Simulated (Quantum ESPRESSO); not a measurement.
A self-consistent single point of NiBi (P6_3/mmc, 4 atoms in the cell) with Quantum ESPRESSO.

Method of the run: PBEsol-D3(0), PseudoDojo standard norm-conserving (PBESOL) pseudopotentials (plane waves; Quantum ESPRESSO 7.5).

```yaml
crystal:
  lattice:
    - [4.19824, 0.00000, 0.00000]
    - [-2.09912, 3.63578, 0.00000]
    - [0.00000, 0.00000, 5.34606]
  atoms:
    - { symbol: Ni, position: [0.00000, 0.00000, 0.50000] }
    - { symbol: Ni, position: [0.00000, 0.00000, 0.00000] }
    - { symbol: Bi, position: [0.33333, 0.66667, 0.25000] }
    - { symbol: Bi, position: [0.66667, 0.33333, 0.75000] }
```

Reference input (self-consistent single point, DFT, PBEsol, plane waves, PseudoDojo standard norm-conserving (PBESOL) pseudopotentials): ecutwfc = 100 Ry; occupations = smearing; smearing = mp; degauss = 0.0073499 Ry; potentials = {Ni: Ni.upf, Bi: Bi.upf}; K_POINTS = automatic 6 6 4 0 0 0; conv_thr = 1e-11 Ry. This run's input differs from it in these lines:

```diff
@@ -16,2 +16,5 @@
  degauss = 0.0073499,
+ vdw_corr = 'grimme-d3',
+ dftd3_version = 3,
+ dftd3_threebody = .false.,
 /
```

Output (repeated stretches shortened):

```
     Self-consistent Calculation

     iteration #  1     ecut=   100.00 Ry     beta= 0.70

     total energy              =    -996.16654806 Ry
     estimated scf accuracy    <       1.80852203 Ry

     iteration #  2     ecut=   100.00 Ry     beta= 0.70

     total energy              =    -992.79997881 Ry
     estimated scf accuracy    <      43.84806137 Ry

     iteration #  3     ecut=   100.00 Ry     beta= 0.70

     total energy              =    -997.40596870 Ry
     estimated scf accuracy    <       0.15287302 Ry

   [... 7 blocks of this kind left out ...]

     iteration # 11     ecut=   100.00 Ry     beta= 0.70

     total energy              =    -997.41460310 Ry
     estimated scf accuracy    <          7.8E-11 Ry

     iteration # 12     ecut=   100.00 Ry     beta= 0.70
     End of self-consistent calculation

     the Fermi energy is    13.7068 ev

!    total energy              =    -997.41460310 Ry
     estimated scf accuracy    <          4.3E-12 Ry
     smearing contrib. (-TS)   =       0.00017514 Ry
     internal energy E=F+TS    =    -997.41477823 Ry

     DFT-D3 Dispersion         =      -0.08343974 Ry

     convergence has been achieved in  12 iterations

     Forces acting on atoms (cartesian axes, Ry/au):

     atom    1 type  1   force =     0.00000000    0.00000000    0.00000000
   [... zero for the other atoms too ...]

     Total force =     0.000000     Total SCF correction =     0.000000

          total   stress  (Ry/bohr**3)                   (kbar)     P=      -91.09
  -0.00058854  -0.00000000   0.00000000          -86.58       -0.00        0.00
  -0.00000000  -0.00058854   0.00000000           -0.00      -86.58        0.00
   0.00000000   0.00000000  -0.00068062            0.00        0.00     -100.12

   JOB DONE.
```

The run converged in 12 iterations. Against the reference run the pressure goes from -6.74 to -9.11 GPa.

The starting cell comes from a database of computed structures (which also holds hypothetical and non-ambient phases and stackings), without a prior relaxation at this level. Its lattice was rescaled by a random factor within 2.5 % of one. Spin polarisation is off. With a pressure of about -9 GPa the cell is away from its equilibrium volume at this level.

Cost on one core of a shared machine: roughly 4 min.
